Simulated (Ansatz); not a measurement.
Base system: AgI in the zinc blende structure (space group F-43m, No. 216).

```yaml
crystal:
  lattice:
    - [0.00000, 3.22493, 3.22493]
    - [3.22493, 0.00000, 3.22493]
    - [3.22493, 3.22493, 0.00000]
  atoms:
    - { symbol: I, position: [0.75000, 0.75000, 0.75000] }
    - { symbol: Ag, position: [0.00000, 0.00000, 0.00000] }
```

Cartesian axes are those of the cell as printed.

Method: Ansatz (a first-principles code) PBEsol, spin-orbit coupling left out.

Base values:

The pressure is 0.00 GPa. The valence-band top at Γ comes out as 0.00, 0.00, 0.00 eV. The valley order is Γ 1.20 eV; L along ⟨111⟩ 2.64 eV.

It is then changed as follows: biaxial strain −1.78 %, plane normal [001], relaxed out of plane (Cartesian); in-plane vectors clamped, the third vector and the atoms free.

Question: What happens to the pressure, valence-band top at Γ, valley order, energy relative to the base and ratio −ε⊥/ε∥?

Answer: The pressure (mean of the normal stresses, compression positive) goes from zero to 0.23 GPa; the valence-band top at Γ (three highest levels, from the VBM) becomes 0.00, 0.00, -0.10 eV (base: 0.00, 0.00, 0.00 eV); the valley order (the lowest conduction-band minima on the path, energy above the VBM, named in the base's zone) goes from Γ 1.20 eV; L along ⟨111⟩ 2.64 eV to Γ 1.17 eV; L along [111] 2.60 eV; the energy goes up by 1.3 meV/atom; the ratio −ε⊥/ε∥ comes out as 1.62.

Spin-orbit coupling, missing from the scalar runs, can matter with I. The levels and masses belong to the bands next to the band gap. Stability against distortions was not tested.
